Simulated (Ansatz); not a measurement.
Phonon-limited transport in LuPd (Pm-3m)

```
CELL_PARAMETERS angstrom
      3.39166     0.00000     0.00000
      0.00000     3.39166     0.00000
      0.00000     0.00000     3.39166
ATOMIC_POSITIONS crystal
  Lu 0.00000 0.00000 0.00000
  Pd 0.50000 0.50000 0.50000
```

Method: PBEsol, DFPT electron-phonon coupling, linearised Boltzmann equation (plane waves, PAW, scalar-relativistic; Ansatz, a first-principles code). Cell: relaxed with this functional, without spin-orbit coupling.

| Quantity | Value |
|---|---|
| resistivity at 300 K | 8.3 μΩ·cm |
| resistivity at 77 K | 1.76 μΩ·cm |
| electron mean free path at 300 K (weighted by the current that each state carries) | 10.6 nm |
| electron-phonon coupling λ | 0.29 |
| transport coupling λ_tr | 0.35 |
| logarithmic mean phonon energy | 9.1 meV |
| density of states at the Fermi level | 0.54 states/(eV·spin·cell) |
| Drude plasma energy | 6.9 eV |
| Hall coefficient at 300 K | -8.7 ×10⁻¹¹ m³/C |
| Tc for μ* = 0.10 (anisotropic Eliashberg) | below 1 K |
| Tc for μ* = 0.13 (anisotropic Eliashberg) | below 1 K |

A metal at this level (no band gap). Only scattering by harmonic phonons is included (no impurities, grain boundaries, electron-electron scattering or thermal expansion). Spin-orbit coupling is left out, which matters with elements this heavy. Halving the electron mesh (24x24x24) moves the resistivity by up to 4 % at 300 K, the mean free path by up to 2 %, the coupling by up to 1 %. Smearing 0.20 eV; phonons on a 4x4x4 q mesh, which this run doesn't test and which matters most at low temperature. Tc comes from the anisotropic Migdal-Eliashberg equations with μ*, a chosen number, referred to 10.2 meV.

Formula and space group known from diffraction (Crystallography Open Database), not checked to be the room-temperature form: LuPd (Pm-3m).
